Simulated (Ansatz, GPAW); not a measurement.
An Ansatz (a program for electronic structure) input for a self-consistent single point of Yb (Fm-3m, 1 atom in the cell) (DFT, PBE, plane waves, default PAW files):

Ansatz 0.2 input:
```yaml
crystal:
  lattice:
    - [0.000000, 2.694516, 2.694516]
    - [2.694516, 0.000000, 2.694516]
    - [2.694516, 2.694516, 0.000000]
  atoms:
    - { symbol: Yb, position: [0.000000, 0.000000, 0.000000] }
kpoints:
  mp_grid: { grid: [9, 9, 9] }
hamiltonian:
  xc: pbe
  pseudopotentials: { kind: paw }
scf:
  occupations: { method: fermi_dirac, width: 0.1 }
output:
  forces: true
  eigenvalues: true
  stress: true
```

### Question
Translate this input to GPAW.

### Answer
This is the input that was run; spellings and numerical settings could be chosen otherwise.

```python
from ase import Atoms
from ase.units import GPa
from gpaw import GPAW

atoms = Atoms(['Yb'],
              cell=[[0.000000, 2.694516, 2.694516],
                    [2.694516, 0.000000, 2.694516],
                    [2.694516, 2.694516, 0.000000]],
              scaled_positions=[[0.000000, 0.000000, 0.000000]],
              pbc=True)

calc = GPAW(mode={'name': 'pw', 'ecut': 850},
            xc='PBE',
            kpts=(9, 9, 9),
            occupations={'name': 'fermi-dirac', 'width': 0.1},
            nbands=-5,
            symmetry={'symmorphic': False, 'tolerance': 0.0005},
            maxiter=150,
            txt='-')

atoms.calc = calc

energy = atoms.get_potential_energy()
print('Energy (eV):', round(energy, 6))
forces = atoms.get_forces()
print('Forces (eV/Ang):')
print(forces.round(5))
stress = atoms.get_stress()
print('Stress (GPa, Voigt):', (stress / GPa).round(4))
```

Basis settings and potentials, where a program has them, do not carry over. This input uses DFT PBE, plane waves, GPAW PAW datasets PBE (gpaw-data 1.0.1). Both were run: pressure -1.42 GPa in Ansatz and -1.21 in GPAW. Ansatz's pressure is the one without its finite-basis correction.

On GPAW: the starting cell has typed, rounded lattice constants, without a prior relaxation at this level. Its lattice was rescaled by a random factor within 2.5 % of one. Spin polarisation is off.

On Ansatz: the starting cell has typed, rounded lattice constants, without a prior relaxation at this level. Its lattice was rescaled by a random factor within 2.5 % of one. Spin polarisation is off.
